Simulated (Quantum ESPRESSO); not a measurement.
A self-consistent single point of NiS₂ (P1, 3 atoms in the cell) with Quantum ESPRESSO.

Method of the run: PBEsol, PSlibrary PAW (PBE) pseudopotentials (plane waves; Quantum ESPRESSO).

The change in words: lattice scaled by 0.98. Reference geometry:
```yaml
crystal:
  lattice:
    - [0.00000, 2.84673, 2.84673]
    - [2.84673, 0.00000, 2.84673]
    - [2.84673, 2.84673, 0.00000]
  atoms:
    - { symbol: Ni, position: [0.99401, 0.00847, 0.97771], spin: 2.0 }
    - { symbol: S, position: [0.24837, 0.23639, 0.27566] }
    - { symbol: S, position: [0.75762, 0.75514, 0.74663] }
```
(The spins are starting values, not results.)

Reference input (self-consistent single point, DFT, PBEsol, plane waves, PSlibrary PAW (PBE) pseudopotentials): ecutwfc = 50 Ry; ecutrho = 300 Ry; occupations = smearing; smearing = gaussian; degauss = 0.0073499 Ry; nspin = 2; input_dft = pbesol; potentials = {Ni: Ni.pbe-n-kjpaw_psl.1.0.0.UPF, S: S.pbe-n-kjpaw_psl.1.0.0.UPF}; K_POINTS = automatic 5 5 5 0 0 0; conv_thr = 1e-11 Ry; mixing_beta = 0.3. This run's input differs from it in these lines:

```diff
@@ -29,5 +29,5 @@
 ATOMIC_POSITIONS {angstrom}
-Ni   -0.0393503488   -0.0804884440    0.0070570437
-S     1.4576737900    1.4917662284    1.3799922217
-S     4.2751394056    4.2821822156    4.3064078879
+Ni   -0.0385633363   -0.0788786638    0.0069159018
+S     1.4285201093    1.4619306943    1.3523921834
+S     4.1896360167    4.1965379696    4.2202791250
 K_POINTS {automatic}
@@ -35,5 +35,5 @@
 CELL_PARAMETERS {bohr}
-   0.0000000000     5.3795400508     5.3795400508
-   5.3795400508     0.0000000000     5.3795400508
-   5.3795400508     5.3795400508     0.0000000000
+   0.0000000000     5.2719484939     5.2719484939
+   5.2719484939     0.0000000000     5.2719484939
+   5.2719484939     5.2719484939     0.0000000000
```

Log, with long lists cut:

```
     Self-consistent Calculation

     iteration #  1     ecut=    50.00 Ry     beta= 0.30

     total energy              =    -312.94160072 Ry
     estimated scf accuracy    <       0.65109227 Ry

     total magnetization       =     0.54 Bohr mag/cell
     absolute magnetization    =     0.54 Bohr mag/cell

     iteration #  2     ecut=    50.00 Ry     beta= 0.30

     total energy              =    -312.88757595 Ry
     estimated scf accuracy    <       3.35011704 Ry

     total magnetization       =     1.67 Bohr mag/cell
     absolute magnetization    =     1.68 Bohr mag/cell

     iteration #  3     ecut=    50.00 Ry     beta= 0.30

   [... lines left out ...]

   [... 46 blocks of this kind left out ...]

     iteration # 50     ecut=    50.00 Ry     beta= 0.30

     total energy              =    -313.19087321 Ry
     estimated scf accuracy    <          5.6E-11 Ry

     total magnetization       =     0.00 Bohr mag/cell
     absolute magnetization    =     0.00 Bohr mag/cell

     iteration # 51     ecut=    50.00 Ry     beta= 0.30

     Magnetic moment per site  (integrated on atomic sphere of radius R)
     atom   1 (R=0.237)  charge=  8.2011  magn=  0.0005
     atom   2 (R=0.237)  charge=  3.6016  magn=  0.0001
     atom   3 (R=0.237)  charge=  3.5962  magn=  0.0001
     End of self-consistent calculation

     Number of k-points >= 100: set verbosity='high' to print the bands.

     the Fermi energy is    10.6484 ev

!    total energy              =    -313.19087323 Ry
     estimated scf accuracy    <          9.8E-12 Ry
     smearing contrib. (-TS)   =      -0.00140617 Ry
     internal energy E=F+TS    =    -313.18946705 Ry

     total magnetization       =     0.00 Bohr mag/cell
     absolute magnetization    =     0.00 Bohr mag/cell

     convergence has been achieved in  51 iterations

     Forces acting on atoms (cartesian axes, Ry/au):

     atom    1 type  1   force =     0.00391275    0.00193441   -0.00277340
     atom    2 type  2   force =    -0.00511040   -0.00455492    0.00771802
     atom    3 type  2   force =     0.00119765    0.00262050   -0.00494462

     Total force =     0.012881     Total SCF correction =     0.000001

          total   stress  (Ry/bohr**3)                   (kbar)     P=       22.43
   0.00016241   0.00003979  -0.00001381           23.89        5.85       -2.03
   0.00003979   0.00014551  -0.00001200            5.85       21.41       -1.76
  -0.00001381  -0.00001200   0.00014948           -2.03       -1.76       21.99

   JOB DONE.
```

The run converged in 51 iterations. Against the reference run the free energy drops by 6.4 meV/atom, the pressure goes from -4.89 to 2.24 GPa, the largest force stays at 0.265 eV/Å and the size of the net moment goes from 0.16 to 0.00 μB/atom. The full log also holds: “c_bands:  2 eigenvalues not converged”.

The starting cell comes from a database of computed structures (which also holds hypothetical and non-ambient phases and stackings), without a prior relaxation at this level. Its atoms were displaced at random from the sites of space group no. 225. For this run, on top of that: lattice scaled by 0.98. The starting moments vanished: the run ended non-magnetic, which need not be the lowest state.

Cost on one core of a shared machine: roughly 4 min.
